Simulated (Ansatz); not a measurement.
The parent structure is ScAl in the CsCl type structure (space group Pm-3m, No. 221; a cell from a computed database, its experimental status unchecked; relaxed with 0.1 eV smearing).

```
CELL_PARAMETERS angstrom
      3.34583     0.00000     0.00000
      0.00000     3.34583     0.00000
      0.00000     0.00000     3.34583
ATOMIC_POSITIONS crystal
  Sc 0.50000 0.50000 0.50000
  Al 0.00000 0.00000 0.00000
```

Cartesian axes are those of the cell as printed.

Calculations: PBEsol/PAW in Ansatz (a program for electronic structure), spin-orbit coupling left out.

The change: compressive biaxial strain of 0.72 % in the plane normal to [111], as in epitaxy on a mismatched substrate; the out-of-plane cell vector and the atoms relax.

Estimate the effect on the out-of-plane strain, energy relative to the base and in-plane stress.

The out-of-plane strain comes out as +0.13 %; the energy grows by 1.4 meV/atom; the mean in-plane stress (compression positive) comes out as +1.7 GPa.

No phonon test of stability was made. All final runs are without spin polarisation.
